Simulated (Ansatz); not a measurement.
For SiRh (model structure, started from the NiAs type, P6₃/mmc, No. 194, 4 atoms in the cell), PBEsol (plane waves, PAW; Ansatz, a quantum-chemistry and plane-wave program) gives:

```
Quantity              Result
-------------------  -------
lattice parameter a  3.500 Å
lattice parameter c  5.439 Å
```

Question: What does PBE-D3(BJ) (Ansatz, PAW) give for the same quantities?

Answer: 
- lattice constant a: 3.494 Å (falls by 0.2 %)
- lattice parameter c: 5.458 Å (grows by 0.3 %)

Changes are worked out from the printed values.

Unless a cell is named, each level is at its own relaxed cell (PBEsol 14.43, PBE-D3(BJ) 14.43 Å³/atom).

Ansatz's density-functional and Hartree–Fock values are scalar-relativistic unless marked +SOC, with PAW data made under PBE.

A model structure was made by putting elements into a prototype or built by hand; it is no filed structure, need not be a known phase, and can be a saddle point held by its symmetry.
